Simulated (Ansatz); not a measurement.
Data:

```yaml
crystal:
  lattice:
    - [0.00000, 3.02965, 3.02965]
    - [3.02965, 0.00000, 3.02965]
    - [3.02965, 3.02965, 0.00000]
  atoms:
    - { symbol: Ga, position: [0.00000, 0.00000, 0.00000] }
    - { symbol: Sb, position: [0.25000, 0.25000, 0.25000] }
```

No spin polarisation.

Calculations: r2SCAN in Ansatz (plane waves to 500 eV, PAW, without spin-orbit coupling). Γ-centred 13×13×13 mesh, Fermi–Dirac width 0.05 eV.

**Question.** Predict the electron mass and gap character.

**Answer.** The electron mass is 0.036 mₑ (at Γ) and the gap character is direct at Γ.

Spin-orbit coupling, missing from the scalar runs, can matter with Sb. Load acts through the strain it causes; cell and atoms are relaxed under it. Effective masses come from finite differences of ±0.01 Å⁻¹. Stability against distortions was not tested. Tetrahedral semiconductors of this kind turn to denser phases somewhere between about 1 and 50 GPa; those were not computed, so compressed cells here can lie past the real transition. The cell was made from GaSb in the zinc blende structure (space group F-43m, No. 216) by this change: pressure 2.1 GPa.

Ansatz is a quantum-chemistry and plane-wave program.
